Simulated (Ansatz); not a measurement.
# ZnGeP2: pressure 0.9 GPa

Consider ZnGeP₂ in the chalcopyrite structure (space group I-42d, No. 122; a = 5.424 Å, c = 10.709 Å).

Now apply this change: cell and atoms relaxed at a pressure of 0.9 GPa.

Method: PBEsol (Ansatz, a quantum-chemistry and plane-wave program), spin-orbit coupling left out. Γ-centred 9×9×9 mesh, Fermi–Dirac width 0.05 eV.

| quantity | base | changed | shift |
|---|---|---|---|
| volume per atom | 19.69 Å³ | 19.49 Å³ | -0.206 Å³ |
| density | 4.22 g/cm³ | 4.26 g/cm³ | +0.04 g/cm³ |
| lattice parameter a | 5.424 Å | 5.405 Å | -0.019 Å |
| shortest interatomic distance | 2.334 Å | 2.326 Å | -0.0075 Å |
| enthalpy H = E + PV relative to the base's energy | – | +0.11 eV/atom | – |
| band gap | 1.07 eV | 1.05 eV | -0.02 eV |
| gap character | indirect, Γ → M–S (33 % along) | indirect, Γ → M–S (33 % along) | – |
| smallest direct gap | 1.24 eV | 1.22 eV | -0.02 eV |
| width of the top valence band | 1.50 eV | 1.52 eV | +0.026 eV |
| hole mass | 0.096 mₑ along c, 0.33 mₑ across (at Γ) | 0.10 mₑ along c, 0.33 mₑ across (at Γ) | – |
| valence-band top at Γ (three highest levels, from the VBM) | 0.00, -0.07, -0.07 eV | 0.00, -0.07, -0.07 eV | – |

Final structure:

```
ZnGeP2
1.0
   -2.70267     2.70267     5.33564
    2.70267    -2.70267     5.33564
    2.70267     2.70267    -5.33564
Zn Ge P
2 2 4
Direct
  0.75000   0.25000   0.50000
  0.00000   0.00000   0.00000
  0.25000   0.75000   0.50000
  0.50000   0.50000   0.00000
  0.12644   0.12500   0.50144
  0.62356   0.62500   0.49856
  0.37500   0.87356   0.99856
  0.87500   0.37644   0.00144
```

Load acts through the strain it causes; cell and atoms are relaxed under it. Effective masses come from finite differences of ±0.01 Å⁻¹. Stability against distortions was not tested.
